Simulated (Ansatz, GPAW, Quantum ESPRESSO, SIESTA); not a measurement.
# Au (Fm-3m, 1 atom in the cell) computed with different codes at matched settings

Self-consistent single point.

```yaml
crystal:
  lattice:
    - [0.00000, 2.04000, 2.04000]
    - [2.04000, 0.00000, 2.04000]
    - [2.04000, 2.04000, 0.00000]
  atoms:
    - { symbol: Au, position: [0.00000, 0.00000, 0.00000] }
```

All programs got the same cell, k-point mesh and kind of occupations (in Ansatz's words: kpoints.mp_grid.grid = 18 18 18; scf.occupations.method = gaussian; scf.occupations.width = 0.1 eV); potentials, basis and cutoffs are each program's usual ones.

```json
[
 {"code": "Ansatz", "model": "PBE, default PAW files", "pressure (GPa)": "9.41", "k-points": "195", "cutoff": "default"},
 {"code": "GPAW", "model": "PBE, GPAW PAW datasets PBE (gpaw-data 1.0.1)", "pressure (GPa)": "11.90", "k-points": "195", "cutoff": "600 eV"},
 {"code": "Quantum ESPRESSO", "model": "PBE, SSSP 1.1.2 efficiency (PBE) pseudopotentials", "pressure (GPa)": "8.52", "k-points": "195", "cutoff": "60 Ry"},
 {"code": "SIESTA", "model": "GGA PBE, numerical atomic orbitals DZP, PseudoDojo PBE standard norm-conserving potentials (rewritten from UPF to PSML)", "pressure (GPa)": "6.44", "k-points": "3096", "cutoff": "grid 400 Ry"}
]
```

The spread over the programs that give each value: pressure within 5.46 GPa.

The starting cell has typed, rounded lattice constants, without a prior relaxation at this level. On Ansatz's run: Spin-orbit coupling is off. In the base run, with a pressure of about 9 GPa the cell is away from its equilibrium volume at this level.

Q: Why do the programs differ, and what cannot be compared?

A: Differences of this kind can come from the potentials, where these differ, and from what each basis and cutoff leave unconverged. The valence holds different numbers of electrons (Ansatz (a program for electronic structure) 19, GPAW 11, Quantum ESPRESSO 19, SIESTA 19). The zero of total energies and Fermi levels follows the potentials and each program's conventions, so they are not compared here. SIESTA uses small atom-centred bases, whose incompleteness enters pressures, forces and empty levels differently from a plane-wave cutoff. Ansatz's pressure is given at a fixed set of plane waves, as the other plane-wave codes print theirs; with its correction for the finite basis it is 9.47 GPa. The programs reduce the same mesh by symmetry to different extents, which changes the work and not the result. In the pressure, GPAW (by 2.49) and SIESTA (by 2.97) lie more than 1 GPa from the median of the plane-wave programs.

Left out of this page: ABINIT (with a known weakness of the program); Elk and FLEUR (not drawn, or without a comparable value).

Keys are those of Ansatz 0.2.
